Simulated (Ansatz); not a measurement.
Start from Lu in the hcp (Mg type) structure (space group P6_3/mmc, No. 194).

```
Lu
1.0
    3.50429     0.00000     0.00000
   -1.75215     3.03481     0.00000
    0.00000     0.00000     5.45222
Lu
2
Cartesian
  0.00000   2.02320   4.08916
  1.75215   1.01160   1.36305
```

Cartesian axes are those of the cell as printed.

Level of theory: r2SCAN in Ansatz (plane waves to 500 eV, PAW, without spin-orbit coupling).

It is then changed as follows: a free-standing slab of 3 layers (3 atoms, 1 a layer) is cut normal to the z axis, with 15 Å of vacuum and the in-plane cell held at bulk; forces were under the threshold from the start, so the atoms kept their bulk positions.

Predict the new excess energy per area of both faces.

The excess energy per area of both faces (slab less bulk energy over the cell's area: twice a surface energy) is 2.55 J/m² (uncertain by up to 0.05 J/m²).

Slab and bulk use different k-meshes, which limits the precision of the excess energy. No phonon test of stability was made.

Ansatz is a quantum-chemistry and plane-wave program.
